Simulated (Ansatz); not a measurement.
Results of PBEsol in Ansatz (plane waves, PAW) for BiBr3 (C2/m, No. 12).

Run with plane-wave cutoff 500 eV, 8×8×6 k mesh (along the axes of the cell as run), gaussian smearing 0.02 eV, scalar-relativistic PAW data made under PBE.

Cell (relaxed at this level):

BiBr3 has the monoclinic space group C2/m (No. 12), Pearson symbol mS16. Cell: a = 7.225 Å, b = 12.501 Å, c = 7.033 Å, α = γ = 90.00°, β = 109.04°. Bi on 4g has 6 Br at 2.867 Å (octahedral). Br1 on 8j is surrounded by 2 Bi at 2.867 Å (bent). Br2 on 4i is surrounded by 2 Bi at 2.869 Å (bent). (Neighbours: up to the widest gap in distance over summed covalent radii, below 1.35, at either atom; cation-cation and far metal-metal contacts left out.)
(The calculation used a cell of 8 atoms; values per cell refer to that cell.)

Give the computed band gap.


- band gap = 2.76 eV (on the SCF k mesh)

Note: the cell comes from a level without a dispersion term, which matters for the spacing of layers, chains or molecules; the relaxation could not lower the start's symmetry, so the cell can be a saddle point above a distorted one; the cell has widely spaced layers and the level no dispersion term, so their spacing and the moduli can rest on weak binding.

Spin–orbit coupling is not included; with these elements it can move the gap by several tenths of an eV or more.

Ansatz is a quantum-chemistry and plane-wave program.
